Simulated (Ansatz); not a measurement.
Cost and result by functional for the surface energy of the (21-32) surface of hcp Y in its 1x1 cell, outermost plane spacing 0.37 Å in the ideal cut (one of several cuts of this face), in Ansatz (plane waves, PAW). Single points on the PBE structure, on one kind of machine; costs are rough ratios of the slab run's core time (references not counted) to the cheapest single point. r2SCAN's cost holds its higher cutoff (500 against 420 eV). Differences are taken against r2SCAN for comparison alone: no measured value is at hand, so the table doesn't rank accuracy.

Slab: 20 atoms, 10.3 Å thick at the start (thin: gaps and levels are the slab's own); k 6x5x1, smearing 0.1 eV, dipole-corrected; all atoms relaxed; held to the start's symmetry, so lower structures may exist; no spin, no spin-orbit, no U. These notes are the PBE run's.

| functional | relative cost | surface energy (J/m²) | less r2SCAN (J/m²) |
|---|---|---|---|
| LDA | 1 | 1.21 | 0.06 |
| PBEsol | 1 | 1.18 | 0.03 |
| RPBE | 1 | 1.01 | -0.15 |
| r2SCAN | 2 | 1.16 | 0.00 |
| PBE (the relaxed run's value) | – | 1.09 | -0.07 |

The values span 0.21 J/m², while the single points' costs differ by a factor of roughly 2. Differences are of unrounded values.

Ansatz is an electronic-structure program.
